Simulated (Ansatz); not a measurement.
Adsorption energy and surface dipole of Cl on the 1x1 (0001) surface of hcp Ti, one in a 2x2 cell, started at the site 'bridge Ti-Ti (span 2.9 Å)', worked from the runs' numbers; total energies count from the potentials' own zero.

Method: PBE (plane waves to 420 eV, PAW; Ansatz, an electronic-structure program).

Model: 17-atom slab, 6.8 Å thick at the start under the adsorbate (thin: gaps and levels are the slab's own), 6x6x1 mesh, Fermi-Dirac 0.1 eV, dipole correction, 8 atoms held, the rest relaxed; symmetry of the start imposed; no spin, no spin-orbit, no U, no dispersion correction. At the end it is bonded to 3 Ti. In PBE it is, or lies within 0.03 eV of, the lowest of the starts that converged.

```csv
quantity,value
slab with the adsorbate,-41070.342 eV
"clean slab, same cell and mesh",-39987.326 eV
"reference, ½ Cl2(g)",-1079.444 eV
area of the cell,29.91 Å²
change of the step from the bottom to the top vacuum level,-0.227 eV
```

Q: What is the adsorption energy against this reference?

A: E(slab + adsorbate) − E(slab) − E(reference) = -3.57 eV, so in this state the adsorbate is more stable than in the reference, at a coverage of 3.34 a nm².

Q: What dipole does adsorption add to the slab along the outward normal (Helmholtz relation, ε₀ = 0.005526 e/(V·Å))?

A: p = −ε₀·A·ΔV = 0.037 e·Å = 0.18 D; its positive end points to the vacuum, which lowers the vacuum level.
